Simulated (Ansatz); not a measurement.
The starting structures come from a database of crystals and need not be the phases stable at ambient conditions.

By PBEsol, the system below comes out a metal.

Consider the following.

```yaml
crystal:
  lattice:
    - [4.31178, 0.00000, 0.00000]
    - [0.00000, 6.09778, 0.00000]
    - [2.15589, -3.04889, 2.15589]
  atoms:
    - { symbol: Be, position: [0.24950, 0.12575, 0.50100] }
    - { symbol: Be, position: [0.24950, 0.62475, 0.00000] }
    - { symbol: Be, position: [0.75050, 0.62475, 0.00000] }
    - { symbol: Be, position: [0.75050, 0.62475, 0.49900] }
    - { symbol: Be, position: [0.50000, 0.25000, 0.00000] }
    - { symbol: Au, position: [0.00000, 0.00000, 0.00000] }
```

Space group of this cell: F-43m. The cell is taken as given; by PBEsol its mean pressure is -1.8 GPa.

The current flows along the normal of the first two printed cell vectors, the (110) plane of the conventional cell. No spin-orbit coupling; the value is a mean over 0.1 eV about the Fermi level.

Task: State the ballistic conductance per area according to PBEsol (Ansatz, a quantum-chemistry and plane-wave program).

Result: 0.56 × 10¹⁵ S/m² for both spins.
